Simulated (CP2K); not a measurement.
A user runs CP2K on K₃BrCl₂ (P1, 6 atoms in the cell) and asks whether the run is sound. The aim is a self-consistent single point with DFT PBEsol, GPW, DZVP-MOLOPT-PBE-GTH basis, GTH-PBE potentials (POTENTIAL_UZH).

Cell that was meant: a = 4.5216 Å, b = 4.5216 Å, c = 11.0913 Å, α = 90.00°, β = 90.00°, γ = 120.00°.

Part of the input:

```
  &DFT
    BASIS_SET_FILE_NAME BASIS_MOLOPT_UZH
    POTENTIAL_FILE_NAME POTENTIAL_UZH
    CHARGE -2
    &QS
      METHOD GPW
      EPS_DEFAULT 1E-11
```

Output (repeated stretches shortened):

```
 GLOBAL| Method name                                                        CP2K
   [... lines left out ...]
                           50                48.000                        1.042

 Number of electrons:                                                         50
 Number of occupied orbitals:                                                 25
 Number of molecular orbitals:                                                34

 Number of orbital functions:                                                 81
 Number of independent orbital functions:                                     81
 SCF WAVEFUNCTION OPTIMIZATION

  Step     Update method      Time    Convergence         Total energy    Change
     1 NoMix/Diag. 0.20E+00      -     0.50740347      -128.8941577069 -1.29E+02
     2 Broy./Diag. 0.20E+00      -     0.06157427      -130.5841900222 -1.69E+00
     3 Broy./Diag. 0.20E+00      -     0.29060063      -128.7436020472  1.84E+00
     4 Broy./Diag. 0.20E+00      -     0.01863679      -127.9833574538  7.60E-01
     5 Broy./Diag. 0.20E+00      -     0.03313743      -127.8425806223  1.41E-01
     6 Broy./Diag. 0.20E+00      -     0.00283233      -127.7702000143  7.24E-02
   [... 10 lines left out ...]
    17 Broy./Diag. 0.20E+00      -     0.00000124      -127.8051821646  9.86E-06
    18 Broy./Diag. 0.20E+00      -     0.00000022      -127.8051810227  1.14E-06
    19 Broy./Diag. 0.20E+00      -     0.00000021      -127.8051823012 -1.28E-06
    20 Broy./Diag. 0.20E+00      -     0.00000009      -127.8051830602 -7.59E-07
  *** SCF run converged in    20 steps ***

  Overlap energy of the core charge distribution:               0.00000000000000
  Self energy of the core charge distribution:               -276.23412142388560
  Core Hamiltonian energy:                                     64.93747369547376
  Hartree energy:                                             105.31131157064554
  Exchange-correlation energy:                                -21.81984690245201

  Total energy:                                              -127.80518306021831

                     Mulliken Population Analysis

 #  Atom  Element  Kind  Atomic population                           Net charge
       1     K        1          9.059941                             -0.059941
   [... lines left out ...]
 STRESS|                        x                   y                   z
 STRESS|      x        1.42055723945E+05  -4.75817146444E+01   1.07513224057E+03
 STRESS|      y       -4.75817146444E+01   1.42486515445E+05  -1.96594511120E+02
 STRESS|      z        1.07513224057E+03  -1.96594511120E+02   1.43505318617E+05
 STRESS| 1/3 Trace                                             1.42682519336E+05
```

### Question
Is this run sound? If not, what is wrong?

### Answer
The run is not sound. The fault is an unintended net charge. A charged periodic cell changes the electron count and is neutralised by a uniform background, so energy, forces and pressure belong to another system. To fix it, remove the charge. The run converged in 20 iterations without an error; against the sound input the pressure goes from -0.03 to 14.27 GPa and the largest force goes from 0.328 to 0.243 eV/Å.

The sound input it was made from differs as follows (other fixes are possible):
```diff
-    CHARGE -2
```

With that input, the run converged in 29 iterations: free energy E − TS -3489.3807 eV; top of the valence band (on the code's own zero) 0.29 eV; gap on the k-point mesh 4.72 eV; pressure -0.03 GPa; largest force (vector length) 0.328 eV/Å (DFT PBEsol, GPW, DZVP-MOLOPT-PBE-GTH basis, GTH-PBE potentials (POTENTIAL_UZH)).

On the sound input: the starting cell comes from a database of computed structures (which also holds hypothetical and non-ambient phases and stackings), without a prior relaxation at this level. Its atoms were displaced at random from the sites of space group no. 164. Values carry the incompleteness of an atom-centred basis. The potentials were made for another functional than the one used.
